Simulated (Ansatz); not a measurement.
This Ansatz (an electronic-structure program) input is the reference run, Ba in the bcc (W type) structure (space group Im-3m, No. 229), computed with PBEsol in Ansatz (plane waves to 420 eV, PAW, scalar-relativistic without spin-orbit coupling), earlier PAW set:

Ansatz 0.2 input:
```yaml
crystal:
  lattice:
    - [-2.4408316462, 2.4408316462, 2.4408316462]
    - [2.4408316462, -2.4408316462, 2.4408316462]
    - [2.4408316462, 2.4408316462, -2.4408316462]
  atoms:
    - { symbol: Ba, position: [0, 0, 0] }
basis: { ecutwfc: 420, ecutrho_ratio: 4, xc_grid: 2, fft_grid_basis: typed }
kpoints: { mp_grid: { grid: [14, 14, 14] } }
hamiltonian:
  xc: pbesol
  dispersion: none
  pseudopotentials: { azcp: { folder: ./paw }, kind: paw }
scf: { occupations: { method: fermi_dirac, width: 0.05 }, convergence: { dr2_threshold: 0.0000000001 } }
output: { forces: true, stress: true }
checkpoint: { write: state.ck, write_every: 1000 }
```

Question: Write the input for this change: a free-standing slab of 7 layers (7 atoms, 1 a layer) is cut normal to [110], with 15 Å of vacuum and the in-plane cell held at bulk.

Answer: 
Ansatz 0.2 input:
```yaml
crystal:
  lattice:
    - [4.2276444239, 0, 0]
    - [-1.409214808, 3.9858613875, 0]
    - [0, 0, 35.7111433052]
  atoms:
    - { symbol: Ba, position: [0.25, 0.25, 0.210018479] }
    - { symbol: Ba, position: [0.75, 0.75, 0.306678986] }
    - { symbol: Ba, position: [1.25, 1.25, 0.403339493] }
    - { symbol: Ba, position: [1.75, 1.75, 0.5] }
    - { symbol: Ba, position: [2.25, 2.25, 0.596660507] }
    - { symbol: Ba, position: [2.75, 2.75, 0.693321014] }
    - { symbol: Ba, position: [3.25, 3.25, 0.789981521] }
basis: { ecutwfc: 420, ecutrho_ratio: 4, xc_grid: 2, fft_grid_basis: typed }
kpoints: { mp_grid: { grid: [12, 12, 1] } }
hamiltonian:
  xc: pbesol
  dispersion: none
  pseudopotentials: { azcp: { folder: ./paw }, kind: paw }
scf: { occupations: { method: fermi_dirac, width: 0.05 }, convergence: { dr2_threshold: 0.0000000007 } }
relax: { f_tol: 0.01, max_steps: 50 }
output: { forces: true, stress: true }
checkpoint: { write: state.ck, write_every: 1000 }
```
This is the input that was run; other choices of cell and start would serve too.

Stability against distortions was not tested.
